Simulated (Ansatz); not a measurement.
For VSi2 (P6₂22, No. 180), PBEsol (PAW; Ansatz, an electronic-structure program) gives:

- lattice parameter a = 4.522 Å
- c axis length = 6.323 Å

Q: What does PBE-D3(BJ) (plane waves, PAW; Ansatz) give for the same quantities?

A: 
- lattice constant a: 4.497 Å (falls by 0.6 %)
- lattice parameter c: 6.296 Å (drops by 0.4 %)

Changes are worked out from the printed values.

Unless a cell is named, each level is at its own relaxed cell (PBEsol 12.44, PBE-D3(BJ) 12.25 Å³/atom).

The crystal itself was run without spin with PBEsol, PBE-D3(BJ); a magnetic state was not tried in these runs.

Ansatz's density-functional and Hartree–Fock values are scalar-relativistic unless marked +SOC, with PAW data made under PBE.
